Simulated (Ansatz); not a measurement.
**What each level gives and costs: CdBr₂ (R-3m, 6 atoms in the cell)**

```xyz
6
Lattice="2.0093 1.1600 13.2274 -2.0093 1.1600 13.2274 0.0000 -2.3201 13.2274" Properties=species:S:1:pos:R:3 pbc="T T T"
Cd     0.0000     0.0000     0.0000
Cd     0.0000     0.0000    19.8411
Br     0.0000     0.0000     8.1777
Br     0.0000     0.0000    31.5045
Br     0.0000     0.0000    24.8908
Br     0.0000     0.0000    14.7914
```

Program: Ansatz (a first-principles code), PAW files made with PBE; each row names its functional.

Base settings: basis.ecutwfc = 30.9 Ry; kpoints.mp_grid.grid = 3 3 3; kpoints.mp_grid.shift = 0.5 0.5 0.5; hamiltonian.xc = pbe0; hamiltonian.pseudopotentials = {kind: paw} (the program's default PAW files); scf.occupations.method = gaussian; scf.occupations.width = 0.0037 Ry.

Differences are taken from PBE0, a reference of convenience: it is no measurement, and no ranking of the functionals follows.

Core times come from one kind of shared machine and are given to one figure; runs under 30 s give none.

The starting cell comes from a database of computed structures (which also holds hypothetical and non-ambient phases and stackings), without a prior relaxation at this level. Ansatz's pressure includes its estimate of the finite-basis (Pulay) stress. The shifted mesh does not hold Γ, so a gap read on it misses any band edge there.

| level | gap on the mesh less reference (eV) | pressure less reference (GPa) | largest difference in the force on any atom (eV/Å) | core time / reference (rough) |
|---|---|---|---|---|
| PBEsol | -2.046 | -1.18 | 0.090 | – |
| HSE06 | -0.712 | 0.07 | 0.008 | 0.9 |
| PBE0 | 0.000 | 0.00 | 0.000 | 1 |

Keys are those of Ansatz 0.2.
